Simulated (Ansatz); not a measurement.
Response to strain in HfO2

Consider HfO$_{2}$ in the fluorite structure (space group Fm-3m, No. 225).

```yaml
crystal:
  lattice:
    - [0.00000, 2.52923, 2.52923]
    - [2.52923, 0.00000, 2.52923]
    - [2.52923, 2.52923, 0.00000]
  atoms:
    - { symbol: Hf, position: [0.00000, 0.00000, 0.00000] }
    - { symbol: O, position: [0.25000, 0.25000, 0.25000] }
    - { symbol: O, position: [0.75000, 0.75000, 0.75000] }
```

Strains are applied to the cell and any free atomic positions relax.

Level of theory: r2SCAN (Ansatz, an electronic-structure program, PAW, no spin-orbit coupling).

Notes on the quantities. energy relative to the base: free energy F.

```csv
isotropic strain (%),energy relative to the base (meV/atom)
-1.98,34.3
-1.37,16.1
-0.69,?
0,0.0
0.81,5.2
5.35,199.0
```

Problem. Fit ΔE = Aε² + Bε³ (ε in %) to the rows shown and predict the withheld row.

Solution. Least squares on the printed values gives A = 8.26 and B = -0.24 meV/atom (largest residual 0.1 meV/atom); this predicts 4.0 meV/atom, and the run gives 4.0 meV/atom, in agreement.

No phonon test of stability was made. This is not the structure that HfO2 has at room temperature and ambient pressure.
